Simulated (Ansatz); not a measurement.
Consider TiAl3 (space group I4/mmm, No. 139; a = 3.816 Å, c = 8.551 Å).

Calculations: PBEsol/PAW in Ansatz (a quantum-chemistry and plane-wave program), no SOC.

For the base:

| Property | Result |
|---|---|
| Magnetic state | not spin-polarised |
| Largest site moment | 0.00 μB |
| Volume per atom | 15.57 Å³ |

Perturbation: every Ti is replaced by Cr, then cell and atoms are relaxed.

Task: What does the calculation give for the magnetic state after the change?

Result: The magnetic state becomes ferromagnetic (base: not spin-polarised).

Task: How does this affect the largest site moment?

Result: The largest site moment goes from zero to 1.08 μB.

Task: Predict the new volume per atom.

Result: The volume per atom decreases by 1.58 Å³ to 13.99 Å³.

The magnetic state is the one reached from the starting moments; the real material's order can differ, and small cells can't hold many antiferromagnetic ones. Stability against distortions was not tested. For Al3Cr in this form, whether it has been made was not checked. Spin-polarised in the final run: Al3Cr; the other runs are not.
